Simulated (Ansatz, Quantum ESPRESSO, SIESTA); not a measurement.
Te (P3_121, 3 atoms in the cell) computed with different codes at matched settings

Self-consistent single point.

```
CELL_PARAMETERS angstrom
      4.57742     0.00000     0.00000
     -2.28871     3.96416     0.00000
      0.00000     0.00000     5.86938
ATOMIC_POSITIONS crystal
  Te 0.25670 0.00000 0.33333
  Te 0.00000 0.25670 0.66667
  Te 0.74330 0.74330 0.00000
```

Shared settings, as Ansatz (a program for electronic structure) writes them: kpoints.mp_grid.grid = 7 7 5; magnetization.spin_orbit = true; scf.occupations.method = gaussian; scf.occupations.width = 0.0147 Ry. Potentials and cutoffs stand in the table.

```
code                                                                                                                                                                   model  pressure (GPa)  largest force (eV/Å)       cutoff
----------------  ----------------------------------------------------------------------------------------------------------------------------------------------------------  --------------  --------------------  -----------
SIESTA            GGA PBE with spin-orbit coupling, numerical atomic orbitals TZP, PseudoDojo PBE fully relativistic norm-conserving potentials (rewritten from UPF to PSML)               –                 0.949  grid 300 Ry
Quantum ESPRESSO                                                              PBE, spin-orbit coupling, PseudoDojo fully relativistic norm-conserving (PBE) pseudopotentials            1.54                 0.359        80 Ry
Ansatz                                                                                                                       PBE with spin-orbit coupling, default PAW files            1.52                 0.344      30.9 Ry
```

A dash marks a value that a program does not give, or that is left out as unsure.

The spread over the programs that give each value: pressure within 0.02 GPa; largest force within 0.605 eV/Å.

SIESTA uses small atom-centred bases, whose incompleteness enters pressures, forces and empty levels differently from a plane-wave cutoff. Ansatz's pressure is given at a fixed set of plane waves, as the other plane-wave codes print theirs. In the force vectors, SIESTA (by 0.598) lies more than 0.08 eV/Å from the median of the plane-wave programs.

The starting cell comes from a database of computed structures (which also holds hypothetical and non-ambient phases and stackings), without a prior relaxation at this level. Its lattice was rescaled by a random factor within 2.5 % of one.

Left out of this page: ABINIT (with a known weakness of the program); FLEUR (not drawn, or without a comparable value).

Keys are those of Ansatz 0.2.
